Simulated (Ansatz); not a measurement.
## Response to strain in hypothetical Cmcm AlCrB

Consider AlCrB (space group Cmcm, No. 63; a = 3.0013 Å, b = 13.8968 Å, c = 2.9670 Å; non-magnetic; a hypothetical phase, not in the database extracts checked). Axes: x, y, z lie along a, b, c of the conventional cell.

Strains are applied to the cell and any free atomic positions relax; under stress the whole cell relaxes.

The values are results of Ansatz (an electronic-structure program), PBE, PAW, cutoff 420 eV, no SOC, not measurements.

Notes on the quantities. pressure: mean of the normal stresses, compression positive; energy relative to the base: free energy F.

```json
[
 {"variant": "base", "shortest interatomic distance": "1.734 Å", "largest internal atomic displacement": "–", "pressure": "0.0 GPa", "energy relative to the base": "0 meV/atom"},
 {"variant": "isotropic strain −5.96 %", "shortest interatomic distance": "1.663 Å", "largest internal atomic displacement": "0.048 Å", "pressure": "52.0 GPa", "energy relative to the base": "+0.240 eV/atom"},
 {"variant": "uniaxial strain ε_yy = +2.40 %", "shortest interatomic distance": "1.740 Å", "largest internal atomic displacement": "0.028 Å", "pressure": "-3.7 GPa", "energy relative to the base": "+4.5 meV/atom"},
 {"variant": "uniaxial strain ε_zz = +4.89 %", "shortest interatomic distance": "1.781 Å", "largest internal atomic displacement": "0.016 Å", "pressure": "-8.8 GPa", "energy relative to the base": "+27 meV/atom"},
 {"variant": "uniaxial stress, 0.5 GPa tension along x", "shortest interatomic distance": "1.734 Å", "largest internal atomic displacement": "–", "pressure": "–", "energy relative to the base": "0.0 meV/atom"}
]
```

Without a gap, meshes like the base's 12×12×12 leave anisotropic stresses uncertain by several tenths of a GPa, and small strain energies with them. Beyond what the load breaks, stability against distortions was not tested. Seeded moments were not kept for the base. All final runs are without spin polarisation.
